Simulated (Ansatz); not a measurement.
Si3N4, treated with PBEsol (plane waves, PAW; Ansatz, a quantum-chemistry and plane-wave program).

Numerical settings: plane-wave cutoff 520 eV, 6×6×16 k mesh (along the axes of the cell as run), Fermi–Dirac smearing 0.03 eV, scalar-relativistic PAW data made under PBE.

Starting structure:

```
CELL_PARAMETERS angstrom
      7.60930     0.00000     0.00000
     -3.80465     6.58985     0.00000
      0.00000     0.00000     2.90790
ATOMIC_POSITIONS crystal
  Si 0.17420 0.76780 0.25000
  Si 0.40640 0.17420 0.75000
  Si 0.23220 0.40640 0.25000
  Si 0.82580 0.23220 0.75000
  Si 0.59360 0.82580 0.25000
  Si 0.76780 0.59360 0.75000
  N  0.33333 0.66667 0.25000
  N  0.66667 0.33333 0.75000
  N  0.32900 0.03900 0.25000
  N  0.29000 0.32900 0.75000
  N  0.96100 0.29000 0.25000
  N  0.67100 0.96100 0.75000
  N  0.71000 0.67100 0.25000
  N  0.03900 0.71000 0.75000
```

**Question.** Into what structure does the relaxation of cell and atoms lead at this level, with the symmetry of the start kept?

**Answer.** The volume increases by 0.5 %; final space group P6_3/m.
```
CELL_PARAMETERS angstrom
      7.62495     0.00000     0.00000
     -3.81247     6.60340     0.00000
      0.00000     0.00000     2.91048
ATOMIC_POSITIONS crystal
  Si 0.17394 0.76756 0.25000
  Si 0.40638 0.17394 0.75000
  Si 0.23244 0.40638 0.25000
  Si 0.82606 0.23244 0.75000
  Si 0.59362 0.82606 0.25000
  Si 0.76756 0.59362 0.75000
  N  0.33333 0.66667 0.25000
  N  0.66667 0.33333 0.75000
  N  0.33000 0.02961 0.25000
  N  0.30040 0.33000 0.75000
  N  0.97039 0.30040 0.25000
  N  0.67000 0.97039 0.75000
  N  0.69960 0.67000 0.25000
  N  0.02961 0.69960 0.75000
```
